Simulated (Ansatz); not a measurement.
We consider C (model structure, started from the bcc type, Im-3m, No. 229, 1 atom in the cell), described by r²SCAN in Ansatz (PAW).

Numerical settings: plane-wave cutoff 560 eV, 32×32×32 k mesh, Fermi–Dirac smearing 0.05 eV, scalar-relativistic PAW data made under PBE.

Cell (relaxed at this level):

```
CELL_PARAMETERS angstrom
     -1.19329     1.19329     1.19329
      1.19329    -1.19329     1.19329
      1.19329     1.19329    -1.19329
ATOMIC_POSITIONS crystal
  C  0.00000 0.00000 0.00000
```

Question: Give the computed bulk modulus.

Answer: 
- bulk modulus = 182 GPa

The run finds no gap.

Note: the bulk modulus is −V dP/dV from two relaxed cells at ±2 % in volume; the relaxation could raise the start's symmetry but not lower it, so the cell can be a saddle point.

Computed values are for the static lattice.

It cost roughly 30 core-seconds of CPU time.

A model structure was made by putting elements into a prototype or built by hand; it is no filed structure, need not be a known phase, and can be a saddle point held by its symmetry.

Ansatz is a quantum-chemistry and plane-wave program.
